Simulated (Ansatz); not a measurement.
Here is the system:

```xyz
2
Lattice="3.2318 0.0000 0.0000 0.0000 3.2318 0.0000 0.0000 0.0000 3.2752" Properties=species:S:1:pos:R:3 pbc="T T T"
In     1.6159     1.6159     1.6376
Pd     0.0000     0.0000     0.0000
```

No spin polarisation.

Level of theory: plane-wave PAW DFT at the PBEsol level (Ansatz, a first-principles code, 420 eV), no spin-orbit coupling. Settings: 18×18×18 k-points, 0.1 eV Fermi–Dirac smearing.

Problem. Predict the band gap, space group and in-plane stress.

Solution. 
- Band gap: zero
- Space group: P4/mmm (No. 123)
- Mean in-plane stress (compression positive): +0.3 GPa

The cells carry an imposed strain or load. Stability against distortions was not tested. The final runs are not spin-polarised. The cell was made from InPd in the CsCl type structure (space group Pm-3m, No. 221) by this change: biaxial strain −0.50 %, plane normal [001], relaxed out of plane.
